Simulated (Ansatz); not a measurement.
Migration barriers: interstitial Cu in anatase TiO2, charge state +1

Consider interstitial Cu in anatase TiO2, charge state +1. Calculation: PBE, PAW (plane waves to 420 eV; Ansatz, an electronic-structure program).

108-site cell at the relaxed PBE lattice, the Γ point alone, smearing 0.01 eV, spin-restricted, no finite-size correction. No zero-point or tunnelling terms. The charge state is imposed; whether it is stable for some Fermi level was not computed. Sites that were not tried may lie lower.

Barriers: single points on a 2×2×2 k-point mesh shifted by half a step at the bands' geometries (they differ from the bands' own by up to 0.07 eV, and are uncertain by about as much).

```
Route                        Start site over the lowest site run (eV)  Hop (Å)  Forward barrier (eV)  Backward barrier (eV)  Neighbours at the start    Neighbours at the saddle                        Saddle order  Forward, on the band's own sampling (eV)
---------------------------  ----------------------------------------  -------  --------------------  ---------------------  -----------------------  --------------------------  ----------------------------------  ----------------------------------------
one Cu atom jumps by itself                                      0.00     3.08                  0.54                   0.54            4 O at 2.02 Å  2 O at 1.92, 4 O at 2.29 Å  not checked, on a symmetry element                                      0.61
```

Paths come from climbing-image nudged elastic band runs.  A band can be held on a symmetry element, so unchecked saddle points there may be too high.
